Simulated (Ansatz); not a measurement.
A (7,4) carbon nanotube has 124 atoms in a period of 13.732 Å, a mean diameter of 7.64 Å, and lies 137 meV/atom over the flat sheet relaxed at the same level.

Computed with PBE (plane waves to 420 eV, PAW; Ansatz, a quantum-chemistry and plane-wave program). Mesh 1×1×6. No spin polarisation. Isolated but for its images some 11 Å away. An idealised model, rolled from the flat sheet. It keeps the symmetry and period of its start, so it need not be a minimum against all distortions.

**Question.** Which bending rigidity of the sheet does this imply in the thin-plate picture?

**Answer.** A plate bent to radius R stores D/(2R²) an area. The area an atom is π × 7.64 × 13.732/124 = 2.66 Å², so the stored energy is 0.137/2.66 = 0.0515 eV/Å². With R = 3.820 Å, D = 2R² × 0.0515 = 1.5 eV.
